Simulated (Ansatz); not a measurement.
**What B → C does to BAs**

Take BAs in the zinc blende structure (space group F-43m, No. 216; a = 4.7677 Å) as the base.

One thing is altered: full substitution B → C; the structure is relaxed again.

Calculations: Ansatz (a first-principles code), PBEsol, PAW, cutoff 420 eV, no spin-orbit coupling, earlier PAW set. k-mesh 17×17×17 (Γ-centred); smearing 0.05 eV (Fermi–Dirac), for the changed cell.

The volume per atom shrinks by 0.18 Å³, from 13.55 Å³ to 13.37 Å³ and the density rises by 0.144 g/cm³ (5.25 g/cm³ → 5.40 g/cm³). The lattice parameter a falls by 0.021 Å to 4.747 Å and the space group remains F-43m (No. 216). The shortest interatomic distance decreases by 0.009 Å to 2.055 Å and the band gap changes from 1.08 eV to zero.

Final structure:

```
CELL_PARAMETERS angstrom
      0.00000     2.37348     2.37348
      2.37348     0.00000     2.37348
      2.37348     2.37348     0.00000
ATOMIC_POSITIONS crystal
  As 0.25000 0.25000 0.25000
  C  0.00000 0.00000 0.00000
```

Stability against distortions was not tested. As relaxed here, AsC is a hypothetical phase, not in the database extracts checked. All final runs are without spin polarisation. An odd electron count without spin: AsC.
